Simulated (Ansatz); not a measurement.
The structure below was relaxed with PBEsol (Ansatz, a first-principles code, PAW, without spin-orbit coupling), earlier PAW set.

Space group Fm-3m (No. 225); a = b = c = 7.5776 Å, α = β = γ = 90.00°

| atom | site | symmetry | x | y | z |
|---|---|---|---|---|---|
| Cs | 4a | m-3m | 0.0000 | 0.0000 | 0.0000 |

Write out a cell with all atoms.


```xyz
4
Lattice="7.5776 0.0000 0.0000 0.0000 7.5776 0.0000 0.0000 0.0000 7.5776" Properties=species:S:1:pos:R:3 pbc="T T T"
Cs     0.0000     0.0000     0.0000
Cs     0.0000     3.7888     3.7888
Cs     3.7888     0.0000     3.7888
Cs     3.7888     3.7888     0.0000
```
This is the conventional cell.

Stability against distortions was not tested. The final runs are not spin-polarised. The cell was made from Sr by this change: Sr → Cs; the result is a model cell. This is not the structure that Cs has at room temperature and ambient pressure.
